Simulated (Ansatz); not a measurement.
**InP under load (space group I-4m2): band-edge transport data**

Consider the following.

```
InP
1.0
    0.00000     2.98159     2.82581
    2.98159     0.00000     2.82581
    2.98159     2.98159     0.00000
In P
1 1
Direct
  0.00000   0.00000   0.00000
  0.25000   0.25000   0.25000
```

All values below come from PBEsol with spin-orbit coupling, rigid bands (plane waves, PAW; Ansatz, a quantum-chemistry and plane-wave program). Condition of this run: uniaxial stress zz = 2 GPa (compression positive) (the target of the relaxation). Geometry: cell and atoms relaxed with PBEsol, then loaded as said.

The band gap comes out as 0.46 eV and the electron conductivity mass (300 K, dilute) is 0.064 (x), 0.064 (y), 0.050 (z) mₑ. The hole conductivity mass (300 K, dilute) comes out as 0.45 (x), 0.45 (y), 0.140 (z) mₑ. The effective density of states N_c (300 K) is 3.3e17 cm⁻³ and the effective density of states N_v (300 K) is 4.1e18 cm⁻³. The density-of-states mass, electrons comes out as 0.055 mₑ and the density-of-states mass, holes is 0.30 mₑ. The Seebeck coefficient, n-type 1e19 cm⁻³, 300 K comes out as -45 μV/K and the Seebeck coefficient, p-type 1e19 cm⁻³, 300 K comes out as 200 μV/K.

Rigid bands; masses and Seebeck coefficients take one relaxation time τ for all states and one kind of carrier; polarons and phonon drag are left out.
